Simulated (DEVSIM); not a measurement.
System: TaN/La2O3/p-GaAs capacitor, at 400 K.

```tsv
layer (left to right)	material	thickness (nm)	Na (cm⁻³)
1	La2O3	16.0	-
2	GaAs	2900	4.8e16
```

Metal gate on the left, work function 4.4 eV. Fixed charge at the semiconductor interface -6.1e10 cm⁻² (in units of +e); no interface traps.

Constants are typed, rounded textbook-type inputs, not results; the design itself was drawn at random and stands for no fabricated device. Values at 300 K; Nc and Nv go as T^1.5, mobilities as T to minus their exponent, the gap by Varshni's rule with the affinity fixed.

| parameter | La2O3 | GaAs |
|---|---|---|
| gap (eV) | 5.8 | 1.424 |
| affinity (eV) | 1.8 | 4.07 |
| permittivity | 27 | 12.9 |
| Nc (cm⁻³) | - | 4.7e17 |
| Nv (cm⁻³) | - | 9e18 |
| Varshni α (eV/K) | - | 0.000541 |
| Varshni β (K) | - | 204 |

Simulated with DEVSIM: 1D Poisson equation in equilibrium, Boltzmann statistics, complete ionisation; no quantum confinement or tunnelling. Metal contacts follow the ideal Schottky-Mott rule: no Fermi-level pinning, no interface dipoles.

The interface trap density was swept, all else fixed.

```
interface trap density (cm^-2 eV^-1)  threshold voltage (band bending 2φF) (V)  minimum of the low-frequency capacitance (μF/cm²)  flat-band voltage (V)
------------------------------------  ----------------------------------------  -------------------------------------------------  ---------------------
0                                                                         0.34                                                [?]                  -0.85
1e10                                                                      0.34                                             0.0688                  -0.85
1e11                                                                      0.35                                             0.0818                  -0.85
3e11                                                                      0.36                                              0.110                  -0.85
1e12                                                                      0.43                                              0.200                  -0.87
2e12                                                                      0.52                                              0.310                  -0.89
```

### Question
Complete the blanks.

### Answer

- 0, minimum of the low-frequency capacitance (μF/cm²): 0.0673
